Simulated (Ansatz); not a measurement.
# Ge on the Si site in 4H silicon carbide

Level of theory: PBE, PAW (plane waves to 420 eV; Ansatz, an electronic-structure program). The supercell holds 96 host sites (3×2×1 repeats of the unit cell), with a 2×2×2 shifted k-point sampling for the final energies. Site at the start: the Si(h) site. Finite-size correction: monopole term and site-potential alignment. Dielectric constants: PBE linear response of the host. Host gap at this level: 2.23 eV. Finite-size and sampling errors can reach tenths of an eV here. Levels are measured in PBE's own, too narrow, gap. Spin–orbit coupling is left out. Each state is the lowest found from its start.

```csv
charge,moment (μB),largest move off a lattice site (Å),image correction with alignment (eV)
+1*,quenched,0.07,–
0,not spin-polarised,0.07,0.00
−1*,fractional,0.07,–
```

* At this level the carrier isn't localised at the defect: at charge +1 holes occupy the valence band; at charge −1 electrons occupy the conduction band. Such a state is shallow or no state of the defect, and this cell gives it no level.

Starting moments that weren't kept: charge +1 began with 1 μB and ended with 0.0.

No other site or start that was run ended lower by more than 0.1 eV.

Flagged in the runs: a host whose relaxation on this sampling wasn't shown to rest.
